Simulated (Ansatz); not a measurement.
# Response to strain in Zr

The parent structure is Zr in the hcp (Mg type) structure (space group P6_3/mmc, No. 194; relaxed with 0.1 eV smearing).

```yaml
crystal:
  lattice:
    - [3.24436, 0.00000, 0.00000]
    - [-1.62218, 2.80969, 0.00000]
    - [0.00000, 0.00000, 5.15838]
  atoms:
    - { symbol: Zr, position: [0.33333, 0.66667, 0.75000] }
    - { symbol: Zr, position: [0.66667, 0.33333, 0.25000] }
```

Cartesian axes are those of the cell as printed.

Strains are applied to the cell and any free atomic positions relax; under biaxial strain the out-of-plane vector relaxes too.

Computed with r2SCAN/PAW in Ansatz (a program for electronic structure), spin-orbit coupling left out, earlier PAW set.

Notes on the quantities. pressure: mean of the normal stresses, compression positive.

| change | volume per atom | pressure |
|---|---|---|
| base | 23.51 Å³ | 0.0 GPa |
| biaxial strain +2.16 %, plane normal [001], relaxed out of plane | 24.16 Å³ | … |
| biaxial strain +4.16 %, plane normal [001], relaxed out of plane | … | … |
| uniaxial strain ε_xx = +3.56 % | 24.35 Å³ | -3.1 GPa |
| uniaxial strain ε_zz = −0.77 % | 23.33 Å³ | 0.8 GPa |
| tensor shear ε_xy = −3.73 % | 23.48 Å³ | 0.1 GPa |

### Question
Some entries are withheld; estimate them.

### Answer

- biaxial strain +2.16 %, plane normal [001], relaxed out of plane, pressure: -2.3 GPa
- biaxial strain +4.16 %, plane normal [001], relaxed out of plane, volume per atom: 24.75 Å³
- biaxial strain +4.16 %, plane normal [001], relaxed out of plane, pressure: -4.2 GPa

Whether these cells are dynamically stable was not tested. The final runs are not spin-polarised.
